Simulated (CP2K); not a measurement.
CP2K run on Y (P1, 4 atoms in the cell): self-consistent single point.

Method: LDA (Pade form), GPW, DZVP-MOLOPT-SR-GTH basis, GTH-PADE potentials (GTH_POTENTIALS) run with CP2K 2026.2.

```xyz
4
Lattice="3.6212 0.0000 0.0000 -1.8106 3.1361 0.0000 0.0000 0.0000 11.6513" Properties=species:S:1:pos:R:3 pbc="T T T"
Y      0.0347    -0.0446     0.0805
Y      0.0412     0.0321     5.8393
Y      0.0144     2.0402     2.7537
Y      1.7203     1.1084     8.8034
```

Reference input (self-consistent single point, DFT PBE, GPW, DZVP-MOLOPT-SR-GTH basis, GTH-PBE potentials (GTH_POTENTIALS)): CUTOFF = 500 Ry; REL_CUTOFF = 60 Ry; SMEAR/METHOD = FERMI_DIRAC; ELECTRONIC_TEMPERATURE = 1160.45 K; KPOINTS/SCHEME = MONKHORST-PACK 6 6 2; GAMMA_CENTERED = T; XC_FUNCTIONAL = PBE; Y/BASIS_SET = DZVP-MOLOPT-SR-GTH-q11; Y/POTENTIAL = GTH-PBE-q11; METHOD = GPW; EPS_DEFAULT = 1e-10; NGRIDS = 5. This run's input differs from it in these lines:

```diff
@@ -44,3 +44,3 @@
     &XC
-      &XC_FUNCTIONAL PBE
+      &XC_FUNCTIONAL PADE
       &END XC_FUNCTIONAL
@@ -77,3 +77,3 @@
       BASIS_SET DZVP-MOLOPT-SR-GTH-q11
-      POTENTIAL GTH-PBE-q11
+      POTENTIAL GTH-PADE-q11
     &END KIND
```

The program printed (abridged):

```
 SCF WAVEFUNCTION OPTIMIZATION

  Step     Update method      Time    Convergence         Total energy    Change
     1 NoMix/Diag. 0.20E+00      -     1.40856808      -154.4468653560 -1.54E+02
     2 Broy./Diag. 0.20E+00      -     0.02980919      -154.4974885643 -5.06E-02
     3 Broy./Diag. 0.20E+00      -     0.02044401      -154.3291988747  1.68E-01
     4 Broy./Diag. 0.20E+00      -     0.02144126      -153.8209316709  5.08E-01
     5 Broy./Diag. 0.20E+00      -     0.00452343      -153.5239334143  2.97E-01
     6 Broy./Diag. 0.20E+00      -     0.00197945      -153.4803647023  4.36E-02
   [... 5 lines left out ...]
    12 Broy./Diag. 0.20E+00      -     0.00002997      -153.5074654467  1.09E-03
    13 Broy./Diag. 0.20E+00      -     0.00000263      -153.5073822139  8.32E-05
    14 Broy./Diag. 0.20E+00      -     0.00000878      -153.5075618094 -1.80E-04
    15 Broy./Diag. 0.20E+00      -     0.00000050      -153.5076425458 -8.07E-05
  *** SCF run converged in    15 steps ***

  Overlap energy of the core charge distribution:               0.00000000000000
  Self energy of the core charge distribution:               -287.43974572327801
  Core Hamiltonian energy:                                     62.23353943739384
  Hartree energy:                                              91.56603796870067
  Exchange-correlation energy:                                -19.85980995007631
  Electronic entropic energy:                                  -0.00766428121956
  Fermi energy:                                                 0.27158772414967

  Total energy:                                              -153.50764254579349
  Total energy (extrapolated to T->0):                       -153.50381040518371

                     Mulliken Population Analysis

   [... lines left out ...]

 STRESS| Analytical stress tensor [bar]
 STRESS|                        x                   y                   z
 STRESS|      x       -4.28515752083E+04   1.15512400210E+03   7.61381742672E+02
 STRESS|      y        1.15512400210E+03  -4.05188912595E+04   1.77767616262E+02
 STRESS|      z        7.61381742672E+02   1.77767616262E+02  -3.76263532923E+04
 STRESS| 1/3 Trace                                            -4.03322732534E+04
```

The run converged in 15 iterations. Against the reference run the pressure goes from -0.23 to -4.03 GPa and the largest force goes from 0.774 to 0.661 eV/Å.

The starting cell was generated: these elements placed on a structure prototype, without a prior relaxation; it need not be a known phase or ordering of this composition. Its atoms were displaced at random from the sites of space group no. 194. Values carry the incompleteness of an atom-centred basis. With a pressure of about -4 GPa the cell is away from its equilibrium volume at this level.

Cost on one core of a shared machine: roughly 4 min.
